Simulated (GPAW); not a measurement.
**A self-consistent single point of PbO2 (P4_2/mnm, 6 atoms in the cell) with GPAW**

Level of theory: PBE, GPAW PAW datasets PBE (gpaw-data 1.0.1) (plane waves; GPAW).

Input:

```python
from ase import Atoms
from ase.units import GPa
from gpaw import GPAW

atoms = Atoms(['Pb', 'Pb', 'O', 'O', 'O', 'O'],
              cell=[[4.960000, 0.000000, 0.000000],
                    [0.000000, 4.960000, 0.000000],
                    [0.000000, 0.000000, 3.390000]],
              scaled_positions=[[0.000000, 0.000000, 0.000000],
                                [0.500000, 0.500000, 0.500000],
                                [0.307000, 0.307000, 0.000000],
                                [0.807000, 0.193000, 0.500000],
                                [0.193000, 0.807000, 0.500000],
                                [0.693000, 0.693000, 0.000000]],
              pbc=True)

calc = GPAW(mode={'name': 'pw', 'ecut': 950},
            xc='PBE',
            kpts=(5, 5, 7),
            occupations={'name': 'methfessel-paxton', 'width': 0.1, 'order': 0},
            nbands=-10,
            convergence={'density': 1e-05, 'energy': 1e-05},
            symmetry={'symmorphic': False, 'tolerance': 0.0005},
            maxiter=120,
            txt='-')

atoms.calc = calc

energy = atoms.get_potential_energy()
print('Energy (eV):', round(energy, 6))
forces = atoms.get_forces()
print('Forces (eV/Ang):')
print(forces.round(5))
stress = atoms.get_stress()
print('Stress (GPa, Voigt):', (stress / GPa).round(4))
```

Output, abridged:

```
Input parameters:
  convergence: {density: 1e-05,
                energy: 1e-05}
  kpts: [5 5 7]
  maxiter: 120
  mode: {ecut: 950,
         name: pw}
  nbands: -10
  occupations: {name: methfessel-paxton,
                order: 0,
                width: 0.1}
  symmetry: {symmorphic: False,
             tolerance: 0.0005}
  xc: PBE

species:
  Pb:
    name: Lead
    Z: 82.0
    valence: 14
    core: 68
    charge: 0.0
    file: Pb.PBE.gz

    # Using partial waves for Pb as LCAO basis

  O:
    name: Oxygen
    Z: 8.0
    valence: 6
    core: 2
    charge: 0.0
    file: O.PBE.gz

    # Using partial waves for O as LCAO basis

Reference energy: -1142712.335933  # eV

Spin-paired calculation

Convergence criteria:
 Maximum [total energy] change in last 3 cyles: 1e-05 eV / valence electron
 Maximum integral of absolute [dens]ity change: 1e-05 electrons / valence electron
 Maximum integral of absolute [eigenst]ate change: 4e-08 eV^2 / valence electron
 Maximum number of scf [iter]ations: 120

Symmetries present (total): 16
Symmetries with fractional translations: 8
175 k-points: 5 x 5 x 7 Monkhorst-Pack grid
24 k-points in the irreducible part of the Brillouin zone
       k-points in crystal coordinates                weights
   0:     0.00000000    0.00000000    0.00000000          1/175
   1:     0.00000000    0.00000000    0.14285714          2/175
   2:     0.00000000    0.00000000    0.28571429          2/175
   [... 7 lines left out ...]
          ...
  23:     0.40000000    0.40000000    0.42857143          8/175

Wave functions: Plane wave expansion
  Cutoff energy: 950.000 eV
  Number of coefficients (min, max): 5518, 5585
  Pulay-stress correction: 0.000000 eV/Ang^3 (de/decut=0.000000)

Occupation numbers: Methfessel-Paxton:
  width: 0.1000  # eV
  order: 0

Eigensolver

Densities:
  Coarse grid: 36*36*28 grid
  Fine grid: 72*72*56 grid
  Total Charge: 0.000000

Density mixing:
  Method: separate
  Backend: pulay
  Linear mixing parameter: 0.05
  old densities: 5
  Damping of long wavelength oscillations: 50

Hamiltonian:
  XC and Coulomb potentials evaluated on a 72*72*56 grid
  External potential:
    NoExternalPotential

XC parameters: PBE with 2 nearest neighbor stencil

Number of atoms: 6
Number of atomic orbitals: 34
Number of bands in calculation: 36
Number of valence electrons: 52
Bands to converge: occupied

Density initialized from atomic densities
  34 bands from LCAO basis set
  2 bands from random numbers

Atomic positions and initial magnetic moments

Positions:
   0 Pb     0.000000    0.000000    0.000000    ( 0.0000,  0.0000,  0.0000)
   1 Pb     2.480000    2.480000    1.695000    ( 0.0000,  0.0000,  0.0000)
   2 O      1.522720    1.522720    0.000000    ( 0.0000,  0.0000,  0.0000)
   3 O      4.002720    0.957280    1.695000    ( 0.0000,  0.0000,  0.0000)
   4 O      0.957280    4.002720    1.695000    ( 0.0000,  0.0000,  0.0000)
   5 O      3.437280    3.437280    0.000000    ( 0.0000,  0.0000,  0.0000)

Unit cell:
           periodic     x           y           z      points  spacing
  1. axis:    yes    4.960000    0.000000    0.000000    36     0.1378
  2. axis:    yes    0.000000    4.960000    0.000000    36     0.1378
  3. axis:    yes    0.000000    0.000000    3.390000    28     0.1211

  Lengths:   4.960000   4.960000   3.390000
  Angles:   90.000000  90.000000  90.000000

Effective grid spacing dv^(1/3) = 0.1320

     iter     time        total  log10-change:
                         energy   eigst   dens
iter:   1 --:--:--   -38.789229
iter:   2 --:--:--   -37.255709   -0.71  -0.89
iter:   3 --:--:--   -33.463892   -0.44  -0.95
iter:   4 --:--:--   -33.756764   -0.61  -1.31
iter:   5 --:--:--   -33.392361   -1.83  -1.52
iter:   6 --:--:--   -33.402607   -3.32  -2.10
iter:   7 --:--:--   -33.402625   -4.19  -2.47
iter:   8 --:--:--   -33.399579   -3.12  -2.49
iter:   9 --:--:--   -33.399331   -5.09  -3.11
iter:  10 --:--:--   -33.399576c  -4.82  -3.50
iter:  11 --:--:--   -33.399363c  -4.98  -3.21
iter:  12 --:--:--   -33.399362c  -5.72  -3.87
iter:  13 --:--:--   -33.399362c  -6.78  -4.35
iter:  14 --:--:--   -33.399362c  -7.84c -4.42
iter:  15 --:--:--   -33.399361c  -8.08c -4.43
iter:  16 --:--:--   -33.399360c  -7.54c -4.44
iter:  17 --:--:--   -33.399360c  -8.27c -4.48
iter:  18 --:--:--   -33.399360c  -8.60c -4.52
iter:  19 --:--:--   -33.399360c  -9.21c -4.69
iter:  20 --:--:--   -33.399360c  -7.85c -4.71
iter:  21 --:--:--   -33.399360c  -8.91c -5.38c

Converged after 21 iterations.

Dipole moment: (0.000000, 0.000000, -0.000000) |e|*Ang

Energy contributions relative to reference atoms: (reference = -1142712.335933)

Kinetic:        +80.462354
Potential:      -72.237431
External:        +0.000000
XC:             -41.914995
Entropy (-ST):   -0.000905
Local:           +0.291165
SIC:             +0.000000
--------------------------
Free energy:    -33.399813
Extrapolated:   -33.399360

Showing only first 2 kpts
 Kpt  Band  Eigenvalues  Occupancy
  0    24      4.57583    2.00000
  0    25      4.59404    2.00000
  0    26      5.22795    0.67752
  0    27      9.63930    0.00000

  1    24      4.63297    2.00000
  1    25      5.09388    1.86118
  1    26      5.77735    0.00000
  1    27      9.78330    0.00000

Fermi level: 5.19855

Gap: 0.134 eV
Transition (v -> c):
  (s=0, k=1, n=25, [0.00, 0.00, 0.14]) -> (s=0, k=0, n=26, [0.00, 0.00, 0.00])
Direct/indirect transitions are different
Direct gap: 0.467 eV
Transition at: (s=0, k=4, n=25, [0.20, 0.00, 0.00])
Energy (eV): -33.39936

Forces in eV/Ang:
  0 Pb    0.00000    0.00000    0.00000
  1 Pb    0.00000   -0.00000    0.00000
  2 O    -0.01014   -0.01014    0.00000
  3 O    -0.01014    0.01014    0.00000
  4 O     0.01014   -0.01014    0.00000
  5 O     0.01014    0.01014    0.00000

Stress tensor:
    -0.042349    -0.000000     0.000000
    -0.000000    -0.042349     0.000000
     0.000000     0.000000    -0.050437
Stress (GPa, Voigt): [-6.7851 -6.7851 -8.0809  0.      0.     -0.    ]
```

The run converged in 21 iterations. GPAW prints stress with tension positive.

At such cutoffs GPAW's stress carries a finite-basis (Pulay) error, which enters relaxed cells too; its log prints stress with tension positive.

The starting cell has typed, rounded lattice constants, without a prior relaxation at this level. Spin-orbit coupling is off. The run gives no clean gap (levels at the Fermi energy touch, overlap or are partly filled at this smearing), which alone does not show that the compound is a metal. The log's line on a gap gives a spacing of levels on this mesh, which the program prints for metals too.

Cost on one core of a shared machine: roughly 2 min.
